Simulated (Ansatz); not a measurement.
The starting structures come from a database of crystals and need not be the phases stable at ambient conditions.

 Where the default PAW files enter, the runs use the earlier of Ansatz's two default sets.

By PBEsol, the system below comes out a metal.

Without scattering a metal conducts by its projected Fermi surface.

Consider the following.

```
CELL_PARAMETERS angstrom
      3.07663     0.00000     0.00000
      0.00000     6.02391     0.00000
      0.00000     0.00000     2.98063
ATOMIC_POSITIONS crystal
  In 0.00248 0.00000 0.00000
  Sb 0.74752 0.50000 0.00000
```

Space group of this cell: Pmm2. The cell is strained (all lengths scaled by 0.98).

The current flows along the normal of the first two printed cell vectors. No spin-orbit coupling; the value is a mean over 0.1 eV about the Fermi level.

Problem. Estimate the ballistic conductance per area that PBEsol in Ansatz (a quantum-chemistry and plane-wave program) returns for this system.

Solution. 0.95 × 10¹⁵ S/m² for both spins.
